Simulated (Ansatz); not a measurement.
Electronic density of states of amorphous Hf$_{18}$O$_{36}$Cu, density 9.01 g/cm³, on a 2×2×2 Γ-centred mesh with a Gaussian width of 0.1 eV; energies count from the Fermi level, whose place inside the gap is arbitrary. Cell and mesh are small, so fine structure isn't converged. These are PBE, scalar-relativistic without spin-orbit coupling (plane waves to 420 eV, PAW; Ansatz, an electronic-structure program) values and carry that method's errors. Sampling: a 2×2×2 Γ-centred mesh; Fermi-Dirac width 0.02 eV; collinear spin, started from a total moment of 1 μB (at the end a net moment of 1.0 μB). In the spin-polarised cell the level spacing at the Fermi energy can part levels of unlike spin.

A CHGNet melt-quench gave the starting glass, which DFT then relaxed. O atoms were pushed apart under 1.9 Å during the dynamics, to hinder bonds among them. The hot cell started wider than the set density and was brought back towards it in steps. It is the lowest in DFT energy of 2 quenches. It is a model cell: composition and starting density were chosen by hand, and all elements were melted together. No dispersion term was used. Its density started from a set value of 9.01 and ended at 9.01 g/cm³. The simulated quench (nominally 450 K/ps over its main leg) is rapid and tends to freeze in more defects than a deposited or slowly cooled glass has. One small periodic cell is one sample of the glass; other quenches scatter about these values. The volume was held where the preparation left it and the shape relaxed, at a PBE pressure of 0.4 GPa.

```
E - EF (eV)  states/(eV atom)
-----------  ----------------
-12.00                   0.00
-11.90                   0.00
-11.80                   0.00
-11.70                   0.00
-11.60                   0.00
-11.50                   0.00
-11.40                   0.00
-11.30                   0.00
-11.20                   0.00
-11.10                   0.00
-11.00                   0.00
-10.90                   0.00
-10.80                   0.00
-10.70                   0.00
-10.60                   0.00
-10.50                   0.00
-10.40                   0.00
-10.30                   0.00
-10.20                   0.00
-10.10                   0.00
-10.00                   0.00
-9.90                    0.00
-9.80                    0.00
-9.70                    0.00
-9.60                    0.00
-9.50                    0.00
-9.40                    0.00
-9.30                    0.00
-9.20                    0.00
-9.10                    0.00
-9.00                    0.00
-8.90                    0.00
-8.80                    0.00
-8.70                    0.00
-8.60                    0.00
-8.50                    0.00
-8.40                    0.00
-8.30                    0.00
-8.20                    0.00
-8.10                    0.00
-8.00                    0.03
-7.90                    0.08
-7.80                    0.21
-7.70                    0.40
-7.60                    0.46
-7.50                    0.52
-7.40                    0.57
-7.30                    0.62
-7.20                    0.69
-7.10                    0.75
-7.00                    0.76
-6.90                    0.79
-6.80                    0.87
-6.70                    0.90
-6.60                    0.92
-6.50                    0.91
-6.40                    0.78
-6.30                    0.78
-6.20                    0.90
-6.10                    0.91
-6.00                    0.91
-5.90                    0.78
-5.80                    0.74
-5.70                    0.81
-5.60                    0.77
-5.50                    0.76
-5.40                    0.79
-5.30                    0.82
-5.20                    0.83
-5.10                    0.83
-5.00                    0.85
-4.90                    0.88
-4.80                    0.91
-4.70                    0.89
-4.60                    0.87
-4.50                    0.89
-4.40                    0.87
-4.30                    0.88
-4.20                    0.93
-4.10                    0.98
-4.00                    0.98
-3.90                    0.91
-3.80                    0.86
-3.70                    0.89
-3.60                    0.88
-3.50                    0.88
-3.40                    0.81
-3.30                    0.83
-3.20                    0.78
-3.10                    0.66
-3.00                    0.48
-2.90                    0.36
-2.80                    0.24
-2.70                    0.15
-2.60                    0.19
-2.50                    0.19
-2.40                    0.22
-2.30                    0.28
-2.20                    0.20
-2.10                    0.09
-2.00                    0.02
-1.90                    0.04
-1.80                    0.11
-1.70                    0.12
-1.60                    0.08
-1.50                    0.02
-1.40                    0.00
-1.30                    0.00
-1.20                    0.00
-1.10                    0.00
-1.00                    0.00
-0.90                    0.00
-0.80                    0.00
-0.70                    0.00
-0.60                    0.00
-0.50                    0.00
-0.40                    0.03
-0.30                    0.09
-0.20                    0.05
-0.10                    0.00
0.00                     0.00
0.10                     0.00
0.20                     0.05
0.30                     0.09
0.40                     0.03
0.50                     0.00
0.60                     0.00
0.70                     0.00
0.80                     0.00
0.90                     0.00
1.00                     0.00
1.10                     0.03
1.20                     0.15
1.30                     0.27
1.40                     0.33
1.50                     0.40
1.60                     0.40
1.70                     0.47
1.80                     0.59
1.90                     0.62
2.00                     0.61
2.10                     0.57
2.20                     0.56
2.30                     0.58
2.40                     0.62
2.50                     0.70
2.60                     0.70
2.70                     0.69
2.80                     0.73
2.90                     0.72
3.00                     0.66
3.10                     0.69
3.20                     0.74
3.30                     0.75
3.40                     0.71
3.50                     0.70
3.60                     0.68
3.70                     0.72
3.80                     0.76
3.90                     0.71
4.00                     0.71
4.10                     0.65
4.20                     0.57
```

The level spacing at the Fermi energy on this mesh is 0.54 eV; the broadening fills part of it in the curve.
